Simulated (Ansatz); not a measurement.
Functionals compared on the (100) surface of rock-salt TiC, W on all Ti sites of the top plane (bottom of the slab: a bare face, its two planes held), in Ansatz (plane waves, PAW). The structure was relaxed with PBE; the other rows are single points on it. Cutoff 420 eV (500 eV for r2SCAN).

Model: 12-atom slab, 10.8 Å thick at the start with caps and adatoms (thin: gaps and levels are the slab's own), 12x12x1 mesh, Fermi-Dirac 0.1 eV, dipole correction, 4 atoms held, the rest relaxed; held to the start's symmetry, so lower structures may exist; no spin, no spin-orbit, no U. In PBE it is, or lies within 0.01 eV a 1x1 cell of, the lowest of the 2 structures of its composition computed so far; subsurface sites and larger cells were not tried. These notes are the PBE run's.

```json
[
 {"functional": "PBE", "work function of the top face (eV)": "3.97", "rough cost of the single point": "–"},
 {"functional": "RPBE", "work function of the top face (eV)": "…", "rough cost of the single point": "about 29 core-seconds (a rough figure)"},
 {"functional": "r2SCAN", "work function of the top face (eV)": "3.92", "rough cost of the single point": "roughly 50 core-seconds"}
]
```

Question: Fill in the missing entries.

Answer: 
- RPBE, work function of the top face (eV): 3.80

Ansatz is a quantum-chemistry and plane-wave program.
